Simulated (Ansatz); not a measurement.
Cost and result by functional for the adsorption energy of F on the 1x1 (0001) surface of hcp Sc, one in a 2x2 cell, started at the site 'hollow Sc-Sc-Sc', in Ansatz (plane waves, PAW). Single points on the PBE structure, on one kind of machine; costs are rough ratios of the slab run's core time (references not counted) to the cheapest single point. r2SCAN's cost holds its higher cutoff (500 against 420 eV). Differences are taken against r2SCAN for comparison alone: no measured value is at hand, so the table doesn't rank accuracy.

Set-up: 17 atoms, 7.6 Å thick at the start under the adsorbate (thin: gaps and levels are the slab's own); mesh 5x5x1; 0.1 eV smearing; dipole correction on; 8 atoms held, the rest relaxed; start symmetry kept, larger cells not searched; no spin, no spin-orbit, no U, no dispersion correction. At the end it is bonded to 3 Sc. In PBE it is, or lies within 0.03 eV of, the lowest of the starts that converged. These notes are the PBE run's. Adsorption energies are against ½ F2(g). A negative adsorption energy means that the adsorbate is more stable on the surface than in its reference.

```csv
functional,relative cost,adsorption energy (eV),less r2SCAN (eV)
RPBE,1,-5.68,0.70
r2SCAN,2,-6.38,0.00
PBE (the relaxed run's value),–,-5.87,0.51
```

The values span 0.70 eV, while the single points' costs differ by a factor of roughly 2. Differences are of unrounded values.

Ansatz is a program for electronic structure.
